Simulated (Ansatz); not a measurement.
Consider the following.

```
Si
1.0
    0.00000     2.71500     2.71500
    2.71500     0.00000     2.71500
    2.71500     2.71500     0.00000
Si
2
Direct
  0.00000   0.00000   0.00000
  0.25000   0.25000   0.25000
```

Calculation: LDA, finite-displacement electron-phonon coupling, linearised Boltzmann equation (plane waves, PAW, scalar-relativistic; Ansatz, a first-principles code). Condition of this run: measured lattice constant, not relaxed. Geometry: cell at a tabulated measured lattice constant.

Task: What phonon-limited electron drift mobility does this give at 300 K?

Result: 1460 cm²/(V·s).

Scattering by harmonic phonons alone: no impurities, screening or carrier-carrier scattering, bands fixed at 0 K. From a coarser fine mesh the values given move by up to 6 %. The mesh was bound by memory.
